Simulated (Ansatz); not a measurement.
The starting structures come from a database of crystals and need not be the phases stable at ambient conditions.

 Where the default PAW files enter, the runs use the earlier of Ansatz's two default sets.

Given:

```
CELL_PARAMETERS angstrom
      3.81668     0.00000     0.00000
      0.00000     6.90281     0.00000
      0.00000     0.00000     3.81668
ATOMIC_POSITIONS crystal
  Ca 0.50000 0.19208 0.00000
  Ca 0.00000 0.80792 0.50000
  H  0.50000 0.00000 0.50000
  H  0.00000 0.00000 0.00000
  Cl 0.00000 0.34716 0.50000
  Cl 0.50000 0.65284 0.00000
```

Space group of this cell: P4/nmm. The cell is taken as given.

Transport runs along the normal of the first two printed cell vectors, the (100) plane of the conventional cell.

The gap is the functional's own. No spin-orbit coupling. Mid-gap values are interpolated on the energy grid.

Estimate the band gap and the smallest decay constant κ at mid-gap that Ansatz (a quantum-chemistry and plane-wave program) with r2SCAN returns for this system.

Gap 4.24 eV on a 8×6×8 mesh; κ = 0.445 1/Å, at (0.000, 0.333) of the in-plane reciprocal vectors. At the zone centre, at the nearest computed energy, the slowest state has κ = 0.48 1/Å.
